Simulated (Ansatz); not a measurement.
The starting structures come from a database of crystals and need not be the phases stable at ambient conditions.

 Where the default PAW files enter, the runs use the earlier of Ansatz's two default sets.

Given:

```xyz
4
Lattice="3.8417 0.0000 0.0000 -1.9209 3.3270 0.0000 0.0000 0.0000 6.3329" Properties=species:S:1:pos:R:3 pbc="T T T"
Ga     1.9209     1.1090     3.1668
Ga     0.0000     2.2180     0.0003
P      1.9209     1.1090     5.5347
P      0.0000     2.2180     2.3682
```

Space group of this cell: P6_3mc, wurtzite. The cell is taken as given.

The current runs along the normal of the first two printed vectors, the (001) plane. All runs by Ansatz (a quantum-chemistry and plane-wave program), plane waves and PAW, without spin-orbit coupling; the base is r2SCAN.

| run | mean pressure (GPa) | gap (eV) | mid-gap κ (1/Å) |
|---|---|---|---|
| base | 0.1 | 1.74 | 0.122 |
| all lengths scaled by 0.98 | 6.2 | ___ | ___ |
| all lengths scaled by 1.02 | -4.5 | 1.57 | 0.105 |
| lda in place of r2scan | -2.8 | 1.20 | 0.095 |
| lengths across the current scaled by 0.98, ions clamped | 4.0 | 1.74 | ___ |
| lengths across the current scaled by 1.02, ions clamped | -3.0 | 1.45 | 0.113 |
| lengths along the current scaled by 0.97, ions clamped | 3.1 | 1.53 | 0.132 |
| lengths along the current scaled by 1.03, ions clamped | -2.2 | ___ | ___ |
| pbesol in place of r2scan | -0.6 | 1.27 | 0.100 |

### Question
What belongs in the gaps?

### Answer

- all lengths scaled by 0.98, gap (eV): 1.70
- all lengths scaled by 0.98, mid-gap κ (1/Å): 0.134
- lengths across the current scaled by 0.98, ions clamped, mid-gap κ (1/Å): 0.125
- lengths along the current scaled by 1.03, ions clamped, gap (eV): 1.70
- lengths along the current scaled by 1.03, ions clamped, mid-gap κ (1/Å): 0.106
